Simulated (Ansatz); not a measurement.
Worked example: self-consistent single point of Sb (Im-3m, 1 atom in the cell) in Ansatz (a program for electronic structure).

Computed with LDA (PW92), default PAW files made with PBE (plane waves; Ansatz).

```
CELL_PARAMETERS angstrom
     -1.86198     1.86198     1.86198
      1.86198    -1.86198     1.86198
      1.86198     1.86198    -1.86198
ATOMIC_POSITIONS crystal
  Sb 0.00000 0.00000 0.00000
```

Reference input (self-consistent single point, DFT, LDA (PW92), plane waves, default PAW files made with PBE): basis.ecutwfc = 420 eV; kpoints.mp_grid.grid = 12 12 12; hamiltonian.xc = lda; hamiltonian.pseudopotentials = {kind: paw} (the program's default PAW files); scf.occupations.method = gaussian; scf.occupations.width = 0.1 eV. This run's input differs from it in these lines:

Ansatz 0.2 input:
```diff
@@ -8,3 +8,3 @@
 basis:
-  ecutwfc: 420.0
+  ecutwfc: 230.0
 kpoints:
```

The program printed (abridged):

```
SCF iter   1: F=—  HF=-6333.070785 eV  |F-HF|=—  |Δ(HF+E_count)|=         —  Δρ=3.87e-2  dr2=1.48e-1  ethr=1.77e-3  ⟨swp⟩=4.3  Hψ=4470  notcnv=0
all-band conjugate gradients solve this SCF's bands
preconditioner: auto → Kerker (q_TF=auto, 2.492 Å⁻¹)
SCF iter   2: F=—  HF=-6332.969599 eV  |F-HF|=—  |Δ(HF+E_count)|=   1.01e-1  Δρ=1.68e-2  dr2=2.49e-2  ethr=9.89e-4  ⟨swp⟩=2.6  Hψ=2266  notcnv=0  defer=31
   [... lines left out ...]
SCF iter   3: F=—  HF=-6332.954267 eV  |F-HF|=—  |Δ(HF+E_count)|=   1.53e-2  Δρ=1.85e-3  dr2=2.57e-4  ethr=1.66e-4  ⟨swp⟩=2.0  Hψ=1361  notcnv=0  defer=31
SCF iter   4: F=—  HF=-6332.954227 eV  |F-HF|=—  |Δ(HF+E_count)|=   4.00e-5  Δρ=1.34e-4  dr2=2.49e-6  ethr=1.71e-6  ⟨swp⟩=2.2  Hψ=1316  notcnv=0  defer=31
SCF iter   5: F=—  HF=-6332.954231 eV  |F-HF|=—  |Δ(HF+E_count)|=   3.58e-6  Δρ=1.47e-5  dr2=2.46e-8  ethr=1.66e-8  ⟨swp⟩=2.0  Hψ=1374  notcnv=0  defer=31
SCF iter   6: F=-6332.954231 eV  HF=-6332.954231 eV  |F-HF|=0.00e0  |Δ(HF+E_count)|=   4.67e-8  Δρ=6.99e-7  dr2=3.14e-11  ethr=1.64e-10  ⟨swp⟩=3.0  Hψ=3144  notcnv=0
SCF 1 converged in 6 iterations: F = -6332.954231 eV  dr2 = 3.14e-11
Free energy (F): -6332.954231 eV
Internal energy: -6332.950531 eV  (E = F + TS)
E sigma→0 (E₀):  -6332.952381 eV
Entropy (-TS):   -0.003700 eV (-3.700 meV/atom)
Fermi energy:    12.037644 eV
--- Forces (eV/Å), atoms counted from 1 ---
  atom   1  Sb    -0.00000000     0.00000000    -0.00000000
--- Stress (GPa, compression-positive) ---
        2.229922       0.000000       0.000000
        0.000000       2.229922      -0.000000
       -0.000000       0.000000       2.229922
  P = ⅓ Tr σ = 2.2299 GPa (22.299 kbar)
  The stress holds the Pulay correction. Without it, at fixed plane waves, as pw.x and ABINIT print it: P = -115.4176 GPa
```

The run converged in 6 iterations. Against the reference run the free energy goes up by 2.68 eV/atom and the pressure goes from -0.78 to 2.23 GPa.

The starting cell comes from a database of computed structures (which also holds hypothetical and non-ambient phases and stackings), without a prior relaxation at this level. Its lattice was rescaled by up to half a per cent. Ansatz's pressure includes its estimate of the finite-basis (Pulay) stress. Without the estimate this run gives -115.42 GPa. The cutoff lies below the one recommended for these files.
